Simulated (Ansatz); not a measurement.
## Hypothetical zinc blende YP: element substitutions

Start from YP in the zinc blende structure (space group F-43m, No. 216; a = 6.2237 Å; a hypothetical phase, not in the database extracts checked).

Each row replaces one element on all its sites; cell and atoms are relaxed.

Computed with PBEsol in Ansatz (plane waves to 420 eV, PAW, spin-orbit coupling left out).

```tsv
variant	band gap	shortest interatomic distance	density
base	1.51 eV	2.695 Å	3.30 g/cm³
P → As	1.48 eV	2.768 Å	4.17 g/cm³
P → Co	0.29 eV	2.510 Å	5.04 g/cm³
P → Mo	zero	2.625 Å	5.51 g/cm³
P → Al	zero	2.890 Å	2.59 g/cm³
```

Whether these cells are dynamically stable was not tested. As relaxed here, YAs, YCo, YMo and YAl are hypothetical phases, not in the database extracts checked. Seeded moments were not kept for P → Co. The final runs are not spin-polarised. An odd electron count without spin: YMo. YMo and YAl have a high density of states at the Fermi level and may be magnetic at this level.

Ansatz is a program for electronic structure.
